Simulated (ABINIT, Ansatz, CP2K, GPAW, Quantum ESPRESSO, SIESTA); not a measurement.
**Code comparison for TePb (Fm-3m, 2 atoms in the cell)**

Self-consistent single point.

```xyz
2
Lattice="0.0000 3.2961 3.2961 3.2961 0.0000 3.2961 3.2961 3.2961 0.0000" Properties=species:S:1:pos:R:3 pbc="T T T"
Te     0.0000     0.0000     0.0000
Pb     3.2961     3.2961     3.2961
```

All programs got the same cell, k-point mesh and kind of occupations (some realise fixed ones as a very narrow smearing) (in Ansatz's words: kpoints.mp_grid.grid = 9 9 9; scf.occupations.method = fixed); potentials, basis and cutoffs are each program's usual ones.

| code | model | pressure (GPa) | k-points | cutoff |
|---|---|---|---|---|
| Quantum ESPRESSO | PBE, PSlibrary ultrasoft (PBE) pseudopotentials | -0.89 | 35 | 55 Ry |
| Ansatz | PBE, default PAW files | -0.42 | 35 | default |
| SIESTA | GGA PBE, numerical atomic orbitals DZP, PseudoDojo PBE standard norm-conserving potentials (rewritten from UPF to PSML) | -0.14 | 365 | grid 400 Ry |
| CP2K | PBE, GPW, DZVP-MOLOPT-SR-GTH basis, GTH-PBE potentials (GTH_POTENTIALS) | -0.41 | 365 | grid 400 Ry |
| ABINIT | PBE, norm-conserving pseudopotentials (PseudoDojo nc-sr-05 PBE standard) | -0.48 | 35 | 1116 eV |
| GPAW | PBE, GPAW PAW datasets PBE (gpaw-data 1.0.1) | -0.61 | 35 | 550 eV |

The spread over the programs that give each value: pressure within 0.75 GPa.

The starting cell comes from a database of computed structures (which also holds hypothetical and non-ambient phases and stackings), without a prior relaxation at this level. Its lattice was rescaled by a random factor within 2.5 % of one. On Ansatz's run: Spin-orbit coupling is off. A gap is left out here, as mesh or smearing make it unsure.

Why do the programs differ, and what cannot be compared?

Differences of this kind can come from the potentials, where these differ, and from what each basis and cutoff leave unconverged. The valence holds different numbers of electrons (Quantum ESPRESSO 20, Ansatz (an electronic-structure program) 30, SIESTA 30, CP2K 10, ABINIT 30, GPAW 20). The zero of total energies and Fermi levels follows the potentials and each program's conventions, so they are not compared here. SIESTA and CP2K use small atom-centred bases, whose incompleteness enters pressures, forces and empty levels differently from a plane-wave cutoff. Ansatz's pressure is given at a fixed set of plane waves, as the other plane-wave codes print theirs. The programs reduce the same mesh by symmetry to different extents, which changes the work and not the result.

This mesh misses zone-boundary points where a band edge of such crystals can lie, so no gaps are given.

Left out of this page: Elk and FLEUR (not drawn, or without a comparable value).

Keys are those of Ansatz 0.2.
